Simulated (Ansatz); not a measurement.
Levels about the gap of amorphous Al$_{28}$O$_{45}$Y$_{2}$ (75 atoms in a cell of 838 Å³, 3.27 g/cm³; zone centre alone, so wide bands show as single levels with stretches between that a denser mesh fills), at the geometry that PBE relaxed, where it gives -0.7 GPa on a denser mesh. The participation number counts the atoms over which a state spreads; weights are charges in smoothed Voronoi cells. The levels come from a single point, so bond lengths are those of that geometry. Method of the levels: PBE, scalar-relativistic without spin-orbit coupling (Ansatz, a first-principles code). Sampling: the zone centre alone; Fermi-Dirac width 0.02 eV; no spin polarisation. At PBE the levels at the filled edge of the gap are localised (band-tail or defect states), and the nearest spread-out levels lie 4.0 eV apart at the zone centre.

It comes from a melt-quench run on a machine-learned potential (CHGNet), relaxed afterwards by DFT. O atoms were pushed apart under 1.9 Å during the dynamics, to hinder bonds among them. The hot cell started wider than the set density and was brought back towards it in steps. It is the lowest in DFT energy of 2 quenches. It is a model cell: composition and starting density were chosen by hand, and all elements were melted together. No dispersion term was used. Its density started from a set value of 3.27 and ended at 3.27 g/cm³. The simulated quench (nominally 410 K/ps over its main leg) is rapid and tends to freeze in more defects than a deposited or slowly cooled glass has. Values belong to this one cell and scatter from quench to quench. The volume was held where the preparation left it and the shape relaxed, at a PBE pressure of -0.7 GPa (tension). Stress components on the final sampling reach 0.8 GPa.

```csv
"E - E(highest filled), eV",filling,participation number,largest on,weight O,weight Y,weight Al
-0.51,filled,14.5,"O, 2 neighbours",0.94,0.00,0.05
-0.45,filled,21.5,"O, 3 neighbours",0.95,0.00,0.05
-0.39,filled,8.4,"O, 2 neighbours",0.95,0.01,0.05
-0.35,filled,7.5,"O, 3 neighbours",0.95,0.00,0.05
-0.19,filled,10.9,"O, 3 neighbours",0.95,0.00,0.04
-0.09,filled,11.8,"O, 4 neighbours",0.96,0.00,0.04
0.00,filled,4.7,"O, 4 neighbours",0.96,0.00,0.04
3.55,empty,59.5,"Al, 4 neighbours",0.59,0.03,0.38
5.25,empty,3.8,"Y, 6 neighbours",0.38,0.50,0.13
5.43,empty,11.1,"Y, 6 neighbours",0.43,0.36,0.21
5.49,empty,6.1,"Y, 6 neighbours",0.37,0.49,0.14
5.57,empty,14.9,"Y, 6 neighbours",0.50,0.27,0.23
5.70,empty,30.6,"Al, 4 neighbours",0.55,0.12,0.32
5.87,empty,14.1,"Y, 6 neighbours",0.46,0.33,0.21
```

Most localised among these is the empty level at +5.25 eV, on a Y atom, which has 6 neighbours (O 2.19 Å, O 2.26 Å, O 2.35 Å, O 2.37 Å, O 2.39 Å, O 2.44 Å).
